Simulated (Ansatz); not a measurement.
**Pressure series in Ge**

The parent structure is Ge in the diamond structure (space group Fd-3m, No. 227).

Ge has the cubic space group Fd-3m, origin choice 1 (No. 227), the diamond structure, Pearson symbol cF8. Cell: a = 5.6222 Å, b = 5.6222 Å, c = 5.6222 Å, α = 90.00°, β = 90.00°, γ = 90.00°. Ge on 8b has 4 Ge at 2.434 Å (tetrahedral). (Neighbours: up to the widest gap in distance over summed covalent radii, below 1.35, at either atom.)
(The calculation used a cell of 2 atoms; values per cell refer to that cell.)

Cell and atoms are relaxed at each pressure.

Method: LDA/PAW in Ansatz (an electronic-structure program), no SOC.

| pressure (GPa) | volume per atom (Å³/atom) |
|---|---|
| -1 | 22.537 |
| 0 | 22.214 |
| 0.9 | 21.942 |
| 2.1 | 21.610 |
| 4.5 | ? |
| 9 | 20.119 |
| 15 | 19.177 |
| 22.5 | 18.248 |
| 30 | 17.503 |

Problem. Fit the third-order Birch–Murnaghan form P(V) = (3B₀/2)[(V₀/V)^(7/3) − (V₀/V)^(5/3)]·[1 + (3/4)(B₀′ − 4)((V₀/V)^(2/3) − 1)] (squares taken in P) to the rows shown and predict the withheld row.

Solution. Least squares on the printed values gives V₀ = 22.211 Å³/atom, B₀ = 72.7 GPa, B₀′ = 4.6; this predicts 21.031 Å³/atom, and the run gives 21.022 Å³/atom, 0.009 lower.

Measured bulk modulus of Ge: 77.3 GPa (static lattice; corrected from measurement; as listed in Tanner et al., arXiv (2021)); the computed value is 6 % below it.

Load acts through the strain it causes; cell and atoms are relaxed under it. No phonon test of stability was made. Measured, Ge leaves this structure (for the β-tin structure) near 10.6 GPa (room temperature; as listed in arXiv:1906.07825).
